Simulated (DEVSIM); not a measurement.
Structure: abrupt Ge p-n junction, at 350 K.

Layer 1 from the left is Ge, thickness (μm) 73.0, Na (cm⁻³) 4.9e16, τn (s) 0.00051, τp (s) 0.00051. Layer 2 from the left is Ge, thickness (μm) 100, Nd (cm⁻³) 1.9e16, τn (s) 0.00051, τp (s) 0.00051.

Left contact: ohmic. Right contact: ohmic. Voltage is applied to the left contact. Recombination: SRH at mid-gap, radiative, Auger. Mobility is μmin + (μ − μmin)/(1 + (N/Nref)^α).

This is a model device: material constants are rounded textbook-type values typed into the input, and sizes, dopings and lifetimes were drawn at random. Values at 300 K; Nc and Nv go as T^1.5, mobilities as T to minus their exponent, the gap by Varshni's rule with the affinity fixed.

Ge: gap (eV) 0.664, affinity (eV) 4, permittivity 16, Nc (cm⁻³) 1.04e19, Nv (cm⁻³) 6e18, μn (cm²/Vs) 3900, μp (cm²/Vs) 1900, μn,min 150, μp,min 100, Nref,n 2.6e17, Nref,p 4e17, αn 0.56, αp 0.6, T exponent of μn 1.66, T exponent of μp 2.33, B (cm³/s) 6.4e-14, Cn (cm⁶/s) 1e-31, Cp (cm⁶/s) 1e-31, Varshni α (eV/K) 0.000477, Varshni β (K) 235.

**Question.** Estimate by hand the built-in potential, the peak field at zero bias, and compare with a numerical solution.

**Answer.** 
- Built-in potential: ni = √(Nc Nv) exp(−Eg/2kT) = 2.28e14 cm⁻³ with Eg = 0.644 eV; Vbi = kT/q ln(Na Nd/ni²) = 0.295 V; numerical 0.295 V.
- Peak field at zero bias: depletion approximation: W = √(2εVbi/(qN)) = 0.195 μm with N = 1.37e16 cm⁻³; field = 2Vbi/W = 30200 V/cm; numerical 27200 V/cm (estimate above by 11 %).

DEVSIM, 1D drift-diffusion, Boltzmann statistics, complete ionisation; no tunnelling, impact ionisation, image-force lowering or self-heating.
